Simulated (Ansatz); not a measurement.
The starting structures come from a database of crystals and need not be the phases stable at ambient conditions.

Inside the gap of an insulator the Bloch states are evanescent, with a wavenumber k + iκ along the transport direction.

Data:

```
CdNaVO4
1.0
    5.68292     0.00000     0.00000
    0.00000     6.87477     0.00000
    2.28273     0.00000     5.20430
Na V Cd O
2 2 2 8
Cartesian
  3.98283   3.43738   2.60215
  3.98283   0.00000   2.60215
  1.11392   1.71869   0.72777
  6.85173   5.15608   4.47653
  6.56808   1.71869   4.29121
  1.39757   5.15608   0.91310
  2.81114   5.15608   3.88616
  5.15451   1.71869   1.31815
  3.27761   1.71869   4.19092
  4.68805   5.15608   1.01338
  5.98451   6.57049   3.90994
  1.98114   0.30428   1.29436
  1.98114   3.13311   1.29436
  5.98451   3.74166   3.90994
```

Space group of this cell: Cmcm. The cell is taken as given; by r2SCAN its mean pressure is -7.0 GPa.

Transport runs along the normal of the first two printed cell vectors.

The gap is the functional's own. No spin-orbit coupling. Mid-gap values are interpolated on the energy grid.

**Question.** State the band gap and the smallest decay constant κ at mid-gap according to r2SCAN run with Ansatz (an electronic-structure program).

**Answer.** Gap 2.99 eV on a 6×6×6 mesh; κ = 0.508 1/Å, at (0.333, 0.000) of the in-plane reciprocal vectors. At the zone centre, at the nearest computed energy, the slowest state has κ = 0.57 1/Å.
